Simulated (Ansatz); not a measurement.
Cell and atoms of amorphous Ge-Sb-Te (Ge12Sb12Te30):

```
CELL_PARAMETERS angstrom
     11.77922     0.21143     0.04738
      0.21143    12.27107     0.15372
      0.04738     0.15372    11.48514
ATOMIC_POSITIONS crystal
  Ge 0.52314 0.73357 0.14924
  Ge 0.83400 0.38370 0.47491
  Ge 0.86785 0.13068 0.70819
  Ge 0.95670 0.59425 0.87376
  Ge 0.62880 0.63475 0.87394
  Ge 0.29506 0.84029 0.52005
  Ge 0.69475 0.72277 0.42522
  Ge 0.33452 0.90608 0.83434
  Ge 0.27663 0.08567 0.99516
  Ge 0.32237 0.13028 0.33154
  Ge 0.05747 0.40058 0.67839
  Ge 0.00950 0.86384 0.32613
  Sb 0.80360 0.10994 0.23905
  Sb 0.53542 0.10864 0.98291
  Sb 0.24573 0.45408 0.34119
  Sb 0.20612 0.74821 0.32851
  Sb 0.18229 0.78286 0.98329
  Sb 0.50975 0.45055 0.58337
  Sb 0.90382 0.78403 0.14004
  Sb 0.00488 0.31320 0.01819
  Sb 0.48068 0.39349 0.14435
  Sb 0.00872 0.93995 0.75023
  Sb 0.33144 0.48109 0.81409
  Sb 0.59310 0.90552 0.65518
  Te 0.35478 0.60020 0.02649
  Te 0.06701 0.58023 0.47285
  Te 0.70839 0.57415 0.63105
  Te 0.05147 0.01457 0.98251
  Te 0.86216 0.59972 0.29630
  Te 0.89154 0.81419 0.52332
  Te 0.19219 0.01492 0.61235
  Te 0.67987 0.55958 0.10623
  Te 0.00158 0.23167 0.54553
  Te 0.86171 0.40370 0.82518
  Te 0.54266 0.17771 0.25121
  Te 0.78193 0.12004 0.98215
  Te 0.31411 0.91192 0.16452
  Te 0.40368 0.73290 0.69269
  Te 0.66194 0.26113 0.55769
  Te 0.48001 0.93094 0.43326
  Te 0.20063 0.28120 0.83026
  Te 0.25218 0.26721 0.14119
  Te 0.04519 0.06896 0.28700
  Te 0.44633 0.58535 0.38358
  Te 0.77229 0.02989 0.51891
  Te 0.81418 0.76524 0.86256
  Te 0.30676 0.29277 0.50774
  Te 0.69085 0.87708 0.22385
  Te 0.84792 0.33314 0.23129
  Te 0.06143 0.53362 0.06845
  Te 0.13550 0.66332 0.75492
  Te 0.47593 0.09686 0.73153
  Te 0.53770 0.34602 0.90748
  Te 0.54297 0.85700 0.94249
```

Method: PBE-D3(BJ), scalar-relativistic without spin-orbit coupling, PAW (Ansatz default set, large-core Te) (plane waves to 420 eV; Ansatz, an electronic-structure program). Neutral PBE cell, which sets geometry, pressure and energy: sampling: a 2×2×2 Γ-centred mesh; Fermi-Dirac width 0.05 eV; no spin polarisation.

Preparation: random packing, a CHGNet melt and quench, and a DFT relaxation. The hot cell started wider than the set density and was brought back towards it in steps. It is the lowest in DFT energy of 4 quenches. It is a model cell: composition and starting density were chosen by hand, and all elements were melted together. The geometry includes D3(BJ) dispersion. Its density started from a set value of 6.07 and ended at 6.17 g/cm³. The simulated quench (nominally 81 K/ps over its main leg) is rapid and tends to freeze in more defects than a deposited or slowly cooled glass has. A cell of this size samples the disorder only roughly. Volume and shape were free in the relaxation.

### Question
Give the pressure and the spacing of the highest filled and lowest empty levels.

### Answer

- Pressure on a 2×2×2 Γ-centred mesh = 0.12 GPa
- Largest force and stress component on that mesh (the relaxation ran on one k-point at (1/4, 1/4, 1/4)) = 0.25 eV/Å and 0.2 GPa
- Gap on a 2×2×2 Γ-centred mesh (PBE) = within the smearing (under twice its width)

### Question
At PBE and the zone centre, how localised are the states just below and above the Fermi level (participation number: the atoms over which a state spreads)?

### Answer
The highest filled state is spread over 27.5 atoms' worth, largest on Sb17, with weights by element (charge in smoothed Voronoi cells) Te 0.54, Sb 0.24, Ge 0.22. The lowest empty state is spread over 36.1 atoms' worth, largest on Te29, with weights by element (charge in smoothed Voronoi cells) Te 0.55, Sb 0.27, Ge 0.18.

The levels at the Fermi energy are partly filled. A closed spacing in one fast-quenched cell at PBE doesn't show the material to be a metal.

Bonds are counted up to Ge-Ge 2.85 Å, Ge-Sb 3.20 Å, Ge-Te 3.10 Å, Sb-Sb 3.34 Å, Sb-Te 3.42 Å, Te-Te 3.31 Å.
